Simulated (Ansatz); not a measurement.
Effect of strain tensor (xx, yy, zz, yz, xz, xy) = (−0.25, +0.62, +0.62, +0.67, −1.06, +0.29) % on HfSiO4

Take HfSiO4 (space group I4_1/amd, No. 141; a = 6.5821 Å, c = 5.9661 Å) as the base. Axes: x, y, z lie along a, b, c of the conventional cell.

One thing is altered: strain tensor (xx, yy, zz, yz, xz, xy) = (−0.25, +0.62, +0.62, +0.67, −1.06, +0.29) %; the atoms relax in the strained cell.

The values are results of PBEsol (Ansatz, a first-principles code, PAW, without spin-orbit coupling), not measurements. k-mesh 6×6×6 (Γ-centred); smearing 0.05 eV (Fermi–Dirac).

| quantity | base | changed | shift |
|---|---|---|---|
| volume per atom | 10.77 Å³ | 10.87 Å³ | +0.10 Å³ |
| space group | I4_1/amd (No. 141) | P-1 (No. 2) | – |
| shortest interatomic distance | 1.630 Å | 1.630 Å | 0.000 Å |
| energy relative to the base (free energy F) | 0 meV/atom | +3.7 meV/atom | +3.7 meV/atom |
| pressure (mean of the normal stresses, compression positive) | 0.0 kbar | -22.9 kbar | -22.9 kbar |
| band gap (an upper bound: an edge found on the path is not a true extremum; both cells) | 5.38 eV | 5.30 eV | -0.08 eV |
| stress (xx, yy, zz, yz, xz, xy; compression positive) | – | (-0.20, -3.26, -3.42, -1.43, 2.31, -0.30) GPa | – |

Cost of the whole job for the changed cell (relaxation, final SCF and bands): very roughly 5 core-minutes.

Spin-orbit coupling, missing from the scalar runs, can matter with Hf. Whether these cells are dynamically stable was not tested.
